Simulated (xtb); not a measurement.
xtb 6.7.1, GFN2-xTB: CO[Si](OC)(OC)[O][GeH3], 21 atoms. The geometry is a generated start, not checked to be a minimum at this level.

| Property | Result |
|---|---|
| run flags | --grad |
| method | GFN2-xTB |
| --acc | 1 (default) |
| --etemp (K) | 300 (default) |
| basis functions | 60 |
| valence electrons | 56 |

```xyz
21

Si    -0.0290     0.2927    -0.1853
O     -0.8232     1.0837    -1.3388
C     -1.2869     2.4065    -1.2777
O      0.0928    -1.2654    -0.6598
C     -0.9873    -2.0526    -1.1000
O     -0.8545     0.5285     1.1973
C     -0.4306     0.1413     2.4798
O      1.5331     0.6709     0.0163
Ge     2.7084    -0.6408    -0.0382
H     -2.0431     2.5235    -2.0547
H     -1.7238     2.6160    -0.3005
H     -0.4634     3.1016    -1.4575
H     -1.7274    -2.1680    -0.3060
H     -1.4644    -1.5857    -1.9619
H     -0.5908    -3.0283    -1.3774
H      0.6348     0.3439     2.6121
H     -0.6114    -0.9248     2.6331
H     -1.0068     0.7166     3.2052
H      2.7735    -1.1995    -1.4190
H      2.3415    -1.6598     0.9947
H      3.9585     0.0998     0.3381
```

One run each on 1 thread. Values of broydamp tried: 0.02, 0.05, 0.1, 0.2, 0.4 (default), 0.6, 0.8, 1.

### Question
Which value of broydamp needs the fewest SCC iterations, and what happens away from it?

### Answer
Fewest SCC iterations, within one of each other: 0.4 (default) with 13, 0.6 with 14. The count rises to 22 at 0.02. All converge to one solution.

```tsv
broydamp	SCC iterations	end
0.02	22	same solution
0.05	19	same solution
0.1	17	same solution
0.2	16	same solution
0.4 (default)	13	same solution
0.6	14	same solution
0.8	15	same solution
1	16	same solution
```
